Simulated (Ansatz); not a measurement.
Total g(r) from a molecular-dynamics run [in the run: mean pressure -0.7 GPa against a target of 0; one k-point, which a denser mesh shifts by -0.6 GPa in pressure and 0.07 eV/Å in forces]. These are r2SCAN (plane waves, PAW; Ansatz, a quantum-chemistry and plane-wave program) values and carry that method's errors.

```tsv
r (Å)	g(r)
1.02	0.00
1.14	0.00
1.26	0.00
1.38	0.00
1.50	0.00
1.62	0.00
1.74	0.00
1.86	0.00
1.98	0.00
2.10	0.00
2.22	0.00
2.34	0.00
2.46	0.02
2.58	0.42
2.70	1.84
2.82	3.63
2.94	4.13
3.06	3.11
3.18	1.99
3.30	0.94
3.42	0.43
3.54	0.16
3.66	0.10
3.78	0.19
3.90	0.38
4.02	0.61
4.14	0.75
```

Q: Which system gave this curve?
A. LiF (rock salt), crystal, 1010 K
B. Ag (fcc), crystal, 727 K
C. Au (its crystal melted in the run), liquid, 1176 K (melted in this model, below the measured melting point)
D. LiF (rock salt), crystal, 294 K

A: B, Ag (fcc), crystal, 727 K
